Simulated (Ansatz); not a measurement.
## Mg2Ge: isotropic strain −1.25 %

Consider Mg$_{2}$Ge in the anti-fluorite structure (space group Fm-3m, No. 225; a = 6.421 Å).

Now apply this change: an isotropic linear strain of −1.25 %, atoms relaxed at fixed cell.

Computed with PBE, PAW, 420 eV (Ansatz, a first-principles code; no SOC), earlier PAW set. Γ-centred 9×9×9 mesh, Fermi–Dirac width 0.05 eV.

```json
[
 {"quantity": "volume per atom", "base": "22.06 Å³", "changed": "21.25 Å³", "shift": "-0.817 Å³"},
 {"quantity": "space group", "base": "Fm-3m (No. 225)", "changed": "Fm-3m (No. 225)", "shift": "–"},
 {"quantity": "shortest interatomic distance", "base": "2.780 Å", "changed": "2.746 Å", "shift": "-0.0348 Å"},
 {"quantity": "energy relative to the base (free energy F)", "base": "0 meV/atom", "changed": "+5.0 meV/atom", "shift": "+5.0 meV/atom"},
 {"quantity": "pressure", "base": "0.00 GPa", "changed": "2.03 GPa", "shift": "+2.03 GPa"},
 {"quantity": "band gap", "base": "0.17 eV", "changed": "0.13 eV", "shift": "-0.034 eV"},
 {"quantity": "gap character", "base": "indirect, Γ → X", "changed": "indirect, Γ → X", "shift": "–"},
 {"quantity": "smallest direct gap", "base": "0.95 eV", "changed": "1.16 eV", "shift": "+0.21 eV"},
 {"quantity": "mean gap deformation potential ΔEg/Δln V", "base": "–", "changed": "+0.9 eV", "shift": "–"},
 {"quantity": "width of the top valence band", "base": "2.66 eV", "changed": "2.74 eV", "shift": "+0.085 eV"},
 {"quantity": "electron mass", "base": "0.55 mₑ along k, 0.19 mₑ across (at X)", "changed": "0.55 mₑ along k, 0.18 mₑ across (at X)", "shift": "–"},
 {"quantity": "hole mass (degenerate bands, along [100])", "base": "0.071, 0.35, 0.35 mₑ (at Γ)", "changed": "0.083, 0.34, 0.34 mₑ (at Γ)", "shift": "–"},
 {"quantity": "valley order (the lowest conduction-band minima on the path, energy above the VBM, named in the base's zone)", "base": "X along ⟨100⟩ 0.17 eV; L along ⟨111⟩ 0.94 eV; Γ 0.95 eV", "changed": "X along ⟨100⟩ 0.13 eV; L along ⟨111⟩ 1.10 eV; Γ 1.16 eV", "shift": "–"}
]
```

Final structure:

```yaml
crystal:
  lattice:
    - [0.00000, 3.17045, 3.17045]
    - [3.17045, 0.00000, 3.17045]
    - [3.17045, 3.17045, 0.00000]
  atoms:
    - { symbol: Ge, position: [0.00000, 0.00000, 0.00000] }
    - { symbol: Mg, position: [0.25000, 0.25000, 0.25000] }
    - { symbol: Mg, position: [0.75000, 0.75000, 0.75000] }
```

Masses are band curvatures over ±0.01 Å⁻¹ around the edge. Along k means along the line from Γ to the band edge. No phonon test of stability was made. The zero or small gap of Mg2Ge can change with the level of theory.
